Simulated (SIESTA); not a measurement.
Band structure of RhCl3 (C2/m, 8 atoms in the cell).

```xyz
8
Lattice="3.0003 -5.1966 0.0000 3.0003 5.1966 0.0000 -1.9599 0.0000 5.8831" Properties=species:S:1:pos:R:3 pbc="T T T"
Rh     3.0003     3.4646     0.0000
Rh     3.0003    -3.4646     0.0000
Cl     4.0541    -1.8262     1.3129
Cl    -0.0134     1.8262     4.5702
Cl    -0.0134    -1.8262     4.5702
Cl     4.0541     1.8262     1.3129
Cl     3.1491     0.0000     4.5664
Cl     0.8916     0.0000     1.3168
```

Level of theory: LDA PW92, numerical atomic orbitals DZP, PseudoDojo LDA standard norm-conserving potentials (rewritten from UPF to PSML) in SIESTA.

Settings: XC.functional = LDA; XC.authors = PW92; potentials = PseudoDojo LDA standard; PAO.BasisSize = DZP; PAO.EnergyShift = 0.005 Ry; MeshCutoff = 350 Ry; kgrid.MonkhorstPack = 4 4 3; OccupationFunction = FD; ElectronicTemperature = 10 K; MaxSCFIterations = 150; SCF.Mixer.Method = Pulay; SCF.Mixer.Weight = 0.1; SCF.Mixer.History = 6; SCF.DM.Tolerance = 1.0E-05.

The starting cell comes from a database of computed structures (which also holds hypothetical and non-ambient phases and stackings), without a prior relaxation at this level. Values carry the incompleteness of an atom-centred basis.

Question: Predict the gap along the standard path and the places of the band edges.

Answer: The gap along the path is 1.32 eV, from X to I; the smallest direct gap on it is 1.45 eV. Another conduction valley lies within 0.1 eV, so the order of the valleys is not sure.

Levels in eV from the top of the valence band on the path, bands 35 to 39:
| point | 35 | 36 | 37 | 38 | 39 |
|---|---|---|---|---|---|
| Γ | -0.74 | -0.67 | -0.34 | -0.29 | 1.46 |
| Y | -0.59 | -0.44 | -0.25 | -0.18 | 1.47 |
| F | -0.59 | -0.44 | -0.25 | -0.19 | 1.36 |
| H | -0.52 | -0.51 | -0.25 | -0.24 | 1.46 |
| Z | -0.72 | -0.43 | -0.35 | -0.30 | 1.47 |
| I | -0.63 | -0.42 | -0.21 | -0.13 | 1.32 |
| F1 | -0.59 | -0.44 | -0.25 | -0.19 | 1.36 |
| H1 | -0.52 | -0.51 | -0.25 | -0.24 | 1.46 |
| Y1 | -0.59 | -0.44 | -0.25 | -0.18 | 1.47 |
| X | -0.56 | -0.45 | -0.37 | 0.00 | 1.45 |
| N | -0.61 | -0.38 | -0.33 | -0.04 | 1.48 |
| M | -0.64 | -0.47 | -0.25 | -0.11 | 1.40 |

Higher empty bands are left out: an atom-centred basis made for the valence describes them poorly.
